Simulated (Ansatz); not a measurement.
Band structure of ZrTi2 (P6/mmm, 3 atoms in the cell).

```
CELL_PARAMETERS angstrom
      4.72441     0.00000     0.00000
     -2.36220     4.09146     0.00000
      0.00000     0.00000     3.00345
ATOMIC_POSITIONS crystal
  Zr 0.00000 0.00000 0.00000
  Ti 0.66667 0.33333 0.50000
  Ti 0.33333 0.66667 0.50000
```

Computed with LDA (PW92), PAW files made with PBE (plane waves; Ansatz, a quantum-chemistry and plane-wave program).

Settings: basis.ecutwfc = 420 eV; kpoints.mp_grid.grid = 8 8 11; hamiltonian.xc = lda; hamiltonian.pseudopotentials = {kind: paw} (the program's default PAW files); scf.occupations.method = fermi_dirac; scf.occupations.width = 0.1 eV; kpoints.band_path.npoints = 8.

The starting cell comes from a database of computed structures (which also holds hypothetical and non-ambient phases and stackings), without a prior relaxation at this level. Spin polarisation is off.

Levels in eV from the Fermi level, bands 15 to 21:
```
point     15     16     17     18     19    20    21
-----  -----  -----  -----  -----  -----  ----  ----
Γ      -0.93  -0.93  -0.28  -0.28  -0.04  0.87  1.36
M      -2.78  -0.43  -0.39  -0.31   0.09  0.65  0.79
K      -3.09  -0.21  -0.21  -0.21   0.11  0.59  0.59
A      -2.03  -2.00  -2.00  -1.95   0.99  0.99  1.16
L      -1.48  -1.33  -0.54  -0.52   0.43  0.88  0.90
H      -1.95  -0.87  -0.87  -0.72   0.46  0.46  0.95
```

Bands cross the Fermi level along this path, so the cell is metallic at this level.

Keys are those of Ansatz 0.2.
